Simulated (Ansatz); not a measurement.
The parent structure is Ge in the diamond structure (space group Fd-3m, No. 227; a = 5.674 Å). Axes: x, y, z lie along the cube axes.

Calculations: r2SCAN (Ansatz, a quantum-chemistry and plane-wave program), no SOC.

Strains are applied to the cell and any free atomic positions relax; under biaxial strain the out-of-plane vector relaxes too.

One change was made to it. Results:

The energy rises by 4.3 meV/atom; the band gap becomes zero (base: 0.36 eV); the shortest interatomic distance rises by 0.016 Å, from 2.457 Å to 2.473 Å; the pressure (mean of the normal stresses, compression positive) goes from zero to -1.3 GPa.

### Question
Name the change that was made.
(A) biaxial strain +1.50 %, plane normal [001], relaxed out of plane
(B) biaxial strain +1.00 %, plane normal [001], relaxed out of plane
(C) biaxial strain +0.50 %, plane normal [001], relaxed out of plane

### Answer
A, biaxial strain +1.50 %, plane normal [001], relaxed out of plane. For comparison, the band gap in the other runs: biaxial strain +1.00 %, plane normal [001], relaxed out of plane gives 0.14 eV; biaxial strain +0.50 %, plane normal [001], relaxed out of plane gives 0.25 eV.

No phonon test of stability was made. Gaps under 0.05 eV, about the width of the smearing, are given as zero. The zero or small gap of Ge under biaxial strain +1.50 %, plane normal [001], relaxed out of plane, Ge under biaxial strain +1.00 %, plane normal [001], relaxed out of plane and Ge under biaxial strain +0.50 %, plane normal [001], relaxed out of plane can change with the level of theory.
